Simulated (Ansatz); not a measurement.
Reference: Rh (Fm-3m), PBEsol, DFPT electron-phonon coupling, linearised Boltzmann equation (plane waves, PAW, scalar-relativistic; Ansatz, a program for electronic structure); geometry: relaxed with this functional, without spin-orbit coupling.

```yaml
crystal:
  lattice:
    - [0.00000, 1.88980, 1.88980]
    - [1.88980, 0.00000, 1.88980]
    - [1.88980, 1.88980, 0.00000]
  atoms:
    - { symbol: Rh, position: [0.00000, 0.00000, 0.00000] }
```

The resistivity at 300 K comes out as 4.3 μΩ·cm and the mean free path at 300 K comes out as 8.3 nm. The electron-phonon coupling λ is 0.37 and the logarithmic mean phonon energy is 22 meV.

Problem. Replace Rh by Ir on the same sites and relax. What happens?

Solution. Ir (Fm-3m): volume per atom 13.5 to 14.0 Å³; resistivity at 300 K stays about the same (4.3 μΩ·cm to 4.4 μΩ·cm); mean free path at 300 K stays about the same (8.3 nm to 9.0 nm); electron-phonon coupling λ stays about the same (0.37 to 0.40); logarithmic mean phonon energy falls (22 meV to 18.4 meV).

Problem. Replace Rh by Pb on the same sites and relax. What happens?

Solution. Pb (Fm-3m): volume per atom 13.5 to 30.2 Å³; resistivity at 300 K rises (4.3 μΩ·cm to 11.5 μΩ·cm); mean free path at 300 K stays about the same (8.3 nm to 7.7 nm); electron-phonon coupling λ rises (0.37 to 1.08); logarithmic mean phonon energy falls (22 meV to 5.4 meV).

Problem. Replace Rh by Pt on the same sites and relax. What happens?

Solution. Pt (Fm-3m): volume per atom 13.5 to 15.0 Å³; resistivity at 300 K rises (4.3 μΩ·cm to 7.5 μΩ·cm); mean free path at 300 K falls (8.3 nm to 6.2 nm); electron-phonon coupling λ rises (0.37 to 0.50); logarithmic mean phonon energy falls (22 meV to 10.5 meV).

Moves up to 9 % count as about the same. Metals; harmonic phonons alone scatter; means over directions. The mean free path is weighted by the current that each state carries. Halving the electron mesh moves these values by up to 6 %; q meshes are mostly untested. Some of the runs warned that the eigensolver left states short of its tolerance. Spin-orbit coupling is left out.

The missing spin-orbit coupling matters most for Ir (Fm-3m), Pb (Fm-3m), Pt (Fm-3m).
